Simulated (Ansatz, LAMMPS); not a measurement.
Amorphous Si-Ge, 512 atoms, melt quenched at 10 K/ps. Cell 22.82 × 22.82 × 22.82 Å, Si147Ge365, 512 atoms. Prepared with Tersoff's 1989 multicomponent potential (SiCGe.tersoff) (LAMMPS): melt at 4000 K, cooled from 2800 to 500 K at 10 K/ps at fixed volume, minimised. 

Basis: localised support functions (accuracy medium) on a full density matrix. k-points: zone centre alone; occupations: Fermi-Dirac, 0.030 eV; spin polarisation not allowed. Scalar-relativistic, no spin-orbit coupling.

The relaxation was stopped after a set number of steps, with force components up to 0.248 eV/Å left.

Task: Predict the energy, gap and bonding from PBE, support functions at accuracy medium on the grid of 370 eV in Ansatz (a quantum-chemistry and plane-wave program).

Result: 
- energy over the perfect crystal(s), per atom: 0.209 eV/atom
- electronic character of the cell: no gap resolved at this smearing
- coordination (neighbours within 2.917 Å): 0.2 % 2-fold, 1.8 % 3-fold, 90.8 % 4-fold, 7.2 % 5-fold
- Ge-Ge bonds, mean ± spread: 2.535 ± 0.076 Å
- Ge-Si bonds, mean ± spread: 2.463 ± 0.071 Å
- Si-Si bonds, mean ± spread: 2.380 ± 0.051 Å
- bond angles, mean ± spread: 108.5° ± 14.0°
- pressure: 0.14 GPa
